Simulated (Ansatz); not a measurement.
Base system: Te (space group P3_121, No. 152; a = 4.5209 Å, c = 5.9543 Å; made of chains).

The values are results of DFT with PBE, PAW potentials and a 420 eV plane-wave cutoff in Ansatz (a first-principles code), no spin-orbit coupling, not measurements.

Before the change:

```
Item                            Result
-----------------------------  -------
Width of the top valence band  2.52 eV
```

The change: the cell is scaled by 1.0382 in all directions, atoms relaxed at fixed cell.

**Question.** Estimate the effect on the energy relative to the base.

**Answer.** The energy increases by 26 meV/atom.

**Question.** Estimate the effect on the width of the top valence band.

**Answer.** The width of the top valence band drops by 0.73 eV to 1.79 eV.

With Te present, leaving out spin-orbit coupling can change the band edges. The levels and masses belong to the bands next to the band gap. The cells carry an imposed strain or load. Whether these cells are dynamically stable was not tested. No dispersion term is included, though the crystal is made of layers, chains or molecules, so its spacings can come out too wide.
